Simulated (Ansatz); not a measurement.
An Ansatz (a first-principles code) run: Pt with a change (uniaxial stress, 1 GPa tension along x); Kohn–Sham DFT with the r2SCAN functional, run in Ansatz with PAW and 500 eV plane waves, scalar-relativistic without spin-orbit coupling.

Input:

Ansatz 0.2 input:
```yaml
crystal:
  lattice:
    - [0, 1.9708847252, 1.9708847252]
    - [1.9708847252, 0, 1.9708847252]
    - [1.9708847252, 1.9708847252, 0]
  atoms:
    - { symbol: Pt, position: [0, 0, 0] }
basis: { ecutwfc: 500, ecutrho_ratio: 4, xc_grid: 4, fft_grid_basis: typed }
kpoints: { mp_grid: { grid: [29, 29, 29] } }
hamiltonian:
  xc: r2scan
  dispersion: none
  pseudopotentials: { kind: paw }
scf: { occupations: { method: fermi_dirac, width: 0.1 } }
relax: { f_tol: 0.005, max_steps: 50, cell: { stress_tol: 0.01, sigma_target: [-1, 0, 0, 0, 0, 0] } }
output: { forces: true, stress: true }
checkpoint: { write: state.ck, write_every: 1000 }
```

Output (explanatory and most iteration lines left out):

```
Relaxation: its limit of steps is 50 (relax.max_steps)
Pseudopotential: Pt, paw, valence charge 18
Crystal: 1 atoms, lattice volume = 15.311 Å³
Basis set: ecut = 500 eV, 387 PW (Γ), exchange–correlation on 96×96×96 points (64 copies of the dense FFT grid, shifted against one another)
Bands: 13, of which v1, the nominal top of the filled ones, is band 9 counted from 1 (8 counted from 0)
Symmetry: 16 space group operations
k-points: 1800 of 24389
Functional: x = r2scan, c = r2scan; τ floored in thin density (d = 2e-4 eV/Å³)
SCF iter   1: F=—  HF=-12536.811177 eV  |F-HF|=—  |Δ(HF+E_count)|=         —  Δρ=1.36e-2  dr2=2.21e-2  dr2_τ=1.09e-2  ethr=1.77e-3  ⟨swp⟩=5.0  Hψ=127758  notcnv=0
SCF iter   2: F=—  HF=-12536.815301 eV  |F-HF|=—  |Δ(HF+E_count)|=   4.12e-3  Δρ=6.41e-3  dr2=4.12e-3  dr2_τ=6.56e-4  ethr=1.23e-4  ⟨swp⟩=2.0  Hψ=41222  notcnv=0
SCF 1 converged in 6 iterations: F = -12536.815750 eV  dr2 = 3.43e-8
relax step   1: F+E_penalty+E_count = -12536.81575001 eV  Δ(F+E_penalty+E_count) = +0.000e0 eV  max|allowed force component| = 0.000e0 eV/Å  Δτ_max = 0.0000 Å  P = -0.001 GPa  Ω = 15.311 Å³  (6 SCF iters, dr2 threshold 1.00e-7 eV, accepted)
[... steps on the carried basis left out ...]
relax step   5: F+E_penalty+E_count = -12536.81540768 eV  Δ(F+E_penalty+E_count) = -9.652e-6 eV  max|allowed force component| = 0.000e0 eV/Å  Δτ_max = 0.0000 Å  P = -0.333 GPa  Ω = 15.331 Å³  stress off target by 4.80e-3 GPa  SCF on the basis re-selected at this cell (its energy is not comparable with the rows above)  (6 SCF iters)
SCF converged after 6 iterations
Free energy (F): -12536.815408 eV
Internal energy: -12536.762107 eV  (E = F + TS)
E sigma→0 (E₀):  -12536.788757 eV
Entropy (-TS):   -0.053301 eV (-53.301 meV/atom)
Fermi energy:    22.629749 eV
--- Forces (eV/Å), atoms counted from 1 ---
  atom   1  Pt     0.00000000     0.00000000    -0.00000000
--- Stress (GPa, compression-positive) ---
       -0.995197       0.000000       0.000000
        0.000000      -0.001571      -0.000000
        0.000000      -0.000000      -0.001571
  P = ⅓ Tr σ = -0.3328 GPa (-3.328 kbar)
--- Relaxed structure (4 steps of the walk, 4 accepted, 1 SCFs on fresh bases) ---
  cell:  # Å, volume = 15.3309 Å³
    - [-1.5507048245425603e-32, 1.9650080482270476, 1.9650080482270476]
    - [1.9852225362062808, -1.2228892878949417e-32, 1.9650080482270476]
    - [1.9852225362062808, 1.9650080482270476, 4.059180360893463e-33]
  atoms:
    - { symbol: Pt, position: [0.0, 0.0, 0.0] }
```

Load acts through the strain it causes; cell and atoms are relaxed under it. sigma_target is in GPa, compression positive, in the order xx, yy, zz, yz, xz, xy. Beyond what the load breaks, stability against distortions was not tested. All final runs are without spin polarisation. The cell was made from Pt in the fcc (Cu type) structure (space group Fm-3m, No. 225) by this change: uniaxial stress, 1 GPa tension along x.
